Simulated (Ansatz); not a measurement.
End structure of the (221) surface of germanium in its 1x1 cell, relaxed from an ideal cut (the real face may reconstruct), outermost plane spacing 0.48 Å in the ideal cut:

```
CELL_PARAMETERS angstrom
      4.07294     0.00000     0.00000
      0.00000    12.21881     0.00000
      0.00000     0.00000    27.50000
ATOMIC_POSITIONS crystal
  Ge 0.00000 0.61727 0.32670
  Ge 0.50000 0.73298 0.31156
  Ge 0.50000 0.32397 0.31556
  Ge 0.00000 0.42125 0.34956
  Ge 0.00000 0.06232 0.38507
  Ge 0.50000 0.17711 0.38068
  Ge 0.50000 0.77396 0.40171
  Ge 0.00000 0.88306 0.42476
  Ge 0.00000 0.50351 0.43445
  Ge 0.50000 0.61147 0.45637
  Ge 0.50000 0.21991 0.47189
  Ge 0.00000 0.33415 0.48792
  Ge 0.00000 0.94363 0.51208
  Ge 0.50000 0.05787 0.52811
  Ge 0.50000 0.66631 0.54363
  Ge 0.00000 0.77427 0.56555
  Ge 0.00000 0.39473 0.57525
  Ge 0.50000 0.50382 0.59829
  Ge 0.50000 0.10068 0.61933
  Ge 0.00000 0.21548 0.61493
  Ge 0.00000 0.85651 0.65044
  Ge 0.50000 0.95380 0.68444
  Ge 0.50000 0.54479 0.68845
  Ge 0.00000 0.66048 0.67329
```

Model: 24-atom slab, 11.0 Å thick at the start, 6x2x1 mesh, Fermi-Dirac 0.025 eV, dipole correction, all atoms relaxed; symmetry of the start imposed; no spin (no spin-polarised run to compare, though such a face may carry moments), no spin-orbit, no U. The slab shows no gap on its mesh.

Task: Predict the surface energy (mean of both faces) from PBE run with Ansatz (an electronic-structure program).

Result: 1.00 J/m²

Task: Give the work function of the top face at the level PBE.

Result: 4.74 eV
